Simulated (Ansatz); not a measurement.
## Fermi-surface data of Cr2AlC under load (space group P6_3/mmc)

Given:

```
AlCr2C
1.0
    2.79102     0.00000     0.00000
   -1.39551     2.41710     0.00000
    0.00000     0.00000    12.49106
Al Cr C
2 4 2
Direct
  0.66667   0.33333   0.25000
  0.33333   0.66667   0.75000
  0.33333   0.66667   0.41475
  0.66667   0.33333   0.58525
  0.66667   0.33333   0.91475
  0.33333   0.66667   0.08525
  0.00000   0.00000   0.50000
  0.00000   0.00000   0.00000
```

Calculation: PBEsol, rigid bands (plane waves, PAW, scalar-relativistic; Ansatz, a quantum-chemistry and plane-wave program). Condition of this run: hydrostatic pressure 5 GPa (the target of the relaxation). Geometry: cell and atoms relaxed with PBEsol, then loaded as said.

* **density of states at the Fermi level**: 5.52 states/(eV·cell), both spins
* **bare Sommerfeld coefficient**: 1.63 mJ/(mol of atoms·K²)
* **Drude plasma energy**: 4.6 (x), 4.6 (y), 2.6 (z) eV
* **root-mean-square Fermi velocity**: 3.1e5 m/s
* **resistivity times τ**: 23 (x), 23 (y), 74 (z) ×10⁻²² Ω·m·s

A metal at this level (no band gap); rigid bands, thermally averaged at 300 K, both spins. Spin-orbit coupling is left out. τ is one relaxation time for all states.

Computed structure with no diffraction record at hand here (it may be known, metastable or hypothetical): Cr2AlC under load (space group P6_3/mmc). Treated as nonmagnetic (a ferromagnetic start lost its moment, other orders weren't tried): Cr2AlC under load (space group P6_3/mmc).
